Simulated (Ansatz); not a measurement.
L1₂ (Cu3Au-type) Pt3Ti, treated with PBE in Ansatz (PAW).

Run with plane-wave cutoff 520 eV, 14×14×14 k mesh, Fermi–Dirac smearing 0.05 eV, no spin polarisation, scalar-relativistic PAW data made under PBE.

Results at a series of volumes:

```csv
V (Å³/atom),E − E_lowest (meV/atom)
14.463,45.92
14.771,19.53
15.078,4.66
15.386,0.00
15.694,4.39
16.002,16.79
16.309,36.28
```

Question: Fit the third-order Birch–Murnaghan equation and give B0 and B′.

Answer: V0 = 15.385 Å³/atom, B0 = 235 GPa, B′ = 5.1 (fit to the energies at full precision).

Measured, for comparison: equilibrium volume per atom 15.01 Å³/atom (temperature not stated, no zero-point or thermal correction; as tabulated in Molecular Dynamics Simulations of PtTi High-Temperature Shape Memory Alloys …). Computed (rounded) less measured: equilibrium volume per atom +2.5 %.

Spin–orbit coupling is not included.

Computed values are for the static lattice.

Ansatz is a first-principles code.
